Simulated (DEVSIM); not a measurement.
System: Au/Al2O3/SiO2/n-Si capacitor, at 300 K.

| layer (left to right) | material | thickness (nm) | Nd (cm⁻³) |
|---|---|---|---|
| 1 | Al2O3 | 9.30 | - |
| 2 | SiO2 | 1.30 | - |
| 3 | Si | 4900 | 1.4e16 |

Metal gate on the left, work function 5.1 eV. Fixed charge at the semiconductor interface 0 cm⁻² (in units of +e); no interface traps.

The device is made up for the run: typed textbook-type constants, with dimensions and the other settings drawn at random. Values at 300 K; Nc and Nv go as T^1.5, mobilities as T to minus their exponent, the gap by Varshni's rule with the affinity fixed.

```csv
parameter,Al2O3,SiO2,Si
gap (eV),6.8,9,1.124
affinity (eV),1.35,0.9,4.05
permittivity,9,3.9,11.7
Nc (cm⁻³),-,-,2.86e19
Nv (cm⁻³),-,-,3.1e19
Varshni α (eV/K),-,-,0.000473
Varshni β (K),-,-,636
```

Model (solved in DEVSIM): 1D Poisson equation in equilibrium, Boltzmann statistics, complete ionisation; no quantum confinement or tunnelling. Metal contacts follow the ideal Schottky-Mott rule: no Fermi-level pinning, no interface dipoles.

The temperature was swept, all else fixed.

| temperature (K) | minimum of the low-frequency capacitance (μF/cm²) | threshold voltage (band bending 2φF) (V) | flat-band voltage (V) |
|---|---|---|---|
| 250 | 0.0390 | -0.02 | 0.89 |
| 300 | … | … | 0.85 |
| 350 | 0.0462 | 0.09 | 0.81 |
| 400 | 0.0524 | 0.16 | 0.77 |
| 450 | 0.0617 | 0.22 | 0.73 |
| 500 | 0.0738 | 0.29 | 0.69 |

Fill in the missing entries.


- 300, minimum of the low-frequency capacitance (μF/cm²): 0.0431
- 300, threshold voltage (band bending 2φF) (V): 0.04
